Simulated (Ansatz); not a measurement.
Start from CsPbBr3 in the cubic perovskite structure (space group Pm-3m, No. 221; a = 6.0028 Å).

Calculations: Ansatz (a first-principles code) PBE, scalar-relativistic without spin-orbit coupling, earlier PAW set.

Before the change:

The gap between the host's bands is 1.79 eV. The gap character is direct at R.

Modification: hole doping at 5.0×10^21 cm⁻³ (1.08 per cell), with a uniform compensating background at fixed cell and a 300 K Fermi–Dirac width.

Problem. What does the calculation give for the Fermi level from band edge after the change?

Solution. The Fermi level relative to the doped band's edge (positive inside the band; to 0.05 eV) amounts to +1.10 eV.

Problem. What happens to the gap between the host's bands?

Solution. The gap between the host's bands rises by 0.17 eV (1.79 eV → 1.96 eV).

Problem. What happens to the gap character?

Solution. The gap character stays direct at R.

Carriers are added with a uniform compensating background; total energy and stress of such cells depend on the potential's zero and are not compared; many-body gap narrowing is missing at this level. Spin-orbit coupling, missing from the scalar runs, can matter with Pb. No phonon test of stability was made. Many cubic perovskites are stable only at high temperature; tilts and polar distortions were not tested. This is not the structure that CsPbBr3 has at room temperature and ambient pressure.
